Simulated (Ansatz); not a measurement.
A user runs Ansatz (a first-principles code) on LuSiRu (Pnma, 12 atoms in the cell) and asks whether the run is sound. The aim is a self-consistent single point with DFT, PBEsol, plane waves, default PAW files made with PBE.

Cell that was meant: a = 6.8384 Å, b = 4.2382 Å, c = 7.0347 Å, α = 90.00°, β = 90.00°, γ = 90.00°.

Part of the input:

Ansatz 0.2 input:
```yaml
    - { symbol: Ru, position: [0.84492000, 0.25000000, 0.56433000] }
    - { symbol: Ru, position: [0.34492000, 0.25000000, 0.93567000] }
    - { symbol: Ru, position: [0.65508000, 0.75000000, 0.06433000] }
basis:
  ecutwfc: 125.0
kpoints:
  mp_grid:
    grid: [4, 7, 4]
```

Output (repeated stretches shortened):

```
   [... lines left out ...]
PAW frozen core: Ru, regenerated for the run's functional, and the local potential with it
Initial density: superposition of atomic densities (neutral atoms: chi_scale 0, normalization atom), corrected by the library's trained network
Initial wavefunctions: pseudopotential atomic-orbital guess
Eigensolver: davidson
Functional: x = pbesol(κ = 0.804, μ = 0.12345679012345678), c = pbesol(β = 0.046)
SCF iter   1: F=—  HF=-83718.742429 eV  |F-HF|=—  |Δ(HF+E_count)|=         —  Δρ=5.19e-1  dr2=5.23e2  ethr=1.77e-3  ⟨swp⟩=5.1  Hψ=13056  notcnv=0
all-band conjugate gradients solve this SCF's bands
preconditioner: auto → Kerker (q_TF=auto, 2.672 Å⁻¹)
SCF iter   2: F=—  HF=-83534.182320 eV  |F-HF|=—  |Δ(HF+E_count)|=    1.85e2  S|Δr|=    0.00e0  Δρ=3.34e-1  dr2=2.25e2  ethr=1.77e-3  ⟨swp⟩=3.0  Hψ=10588  notcnv=0  defer=221
   [... lines left out ...]
SCF iter   9: F=—  HF=-83399.442840 eV  |F-HF|=—  |Δ(HF+E_count)|=   1.25e-2  S|Δr|=    0.00e0  Δρ=3.98e-5  dr2=3.54e-6  ethr=1.07e-8  ⟨swp⟩=2.1  Hψ=6303  notcnv=0  defer=281
SCF iter  10: F=—  HF=-83399.442839 eV  |F-HF|=—  |Δ(HF+E_count)|=   7.95e-7  S|Δr|=    0.00e0  Δρ=8.84e-6  dr2=1.57e-7  ethr=1.97e-9  ⟨swp⟩=2.0  Hψ=4665  notcnv=0  defer=281
SCF iter  11: F=-83399.442839 eV  HF=-83399.442839 eV  |F-HF|=1.53e-9  |Δ(HF+E_count)|=   3.15e-8  S|Δr|=    0.00e0  Δρ=1.10e-6  dr2=3.28e-9  ethr=5.56e-11  ⟨swp⟩=10.2  Hψ=12649  notcnv=0
SCF 1 converged in 11 iterations: F = -83399.442839 eV  dr2 = 3.28e-9
Stability not checked (fill_not_monotonic)
Free energy (F): -83399.442839 eV
Internal energy: -83399.425664 eV  (E = F + TS)
E sigma→0 (E₀):  -83399.438546 eV
Entropy (-TS):   -0.017176 eV (-1.431 meV/atom)
Fermi energy:    17.209321 eV
--- Forces (eV/Å), atoms counted from 1 ---
  atom   1  Lu     3.03183595     0.00000000     3.19606734
  atom   2  Lu    -3.03183595     0.00000000    -3.19606734
  atom   3  Lu    -3.03183595     0.00000000     3.19606734
   [... lines left out ...]
  atom  12  Ru    -2.03588152     0.00000000    -0.33805968
--- Stress (GPa, compression-positive) ---
      -46.064881       0.000000       0.000000
        0.000000      -3.209729       0.000000
        0.000000       0.000000      -0.143571
  P = ⅓ Tr σ = -16.4727 GPa (-164.727 kbar)
  The stress holds the Pulay correction. Without it, at fixed plane waves, as pw.x and ABINIT print it: P = -1893.7804 GPa
```

### Question
Is this run sound? If not, what is wrong?

### Answer
The run is not sound. The fault is a basis or grid far too coarse for these potentials. The error of an incomplete plane-wave basis or grid does not cancel at such settings. To fix it, restore the cutoff that the potentials need and check convergence. The run converged in 11 iterations without an error; against the sound input the free energy rises by 67.4 eV/atom, the pressure goes from -2.47 to -16.47 GPa and the largest force goes from 0.095 to 4.405 eV/Å. At a fixed set of plane waves, without the program's Pulay estimate, the pressure is -1893.78 GPa against -2.53 GPa.

An input that runs soundly differs in these lines (not the only fix; some lines may just follow from the change or write a value another way):
```diff
-basis:
-  ecutwfc: 125.0
```

With that input, the run converged in 9 iterations: free energy E − TS (on the zero of these files) -84208.3497 eV; Fermi level (on the code's own zero) 16.64 eV; pressure -2.47 GPa; largest force (vector length) 0.095 eV/Å (DFT, PBEsol, plane waves, default PAW files made with PBE).

On the sound input: the starting cell comes from a database of computed structures (which also holds hypothetical and non-ambient phases and stackings), without a prior relaxation at this level. Spin polarisation is off. Ansatz's pressure includes its estimate of the finite-basis (Pulay) stress.
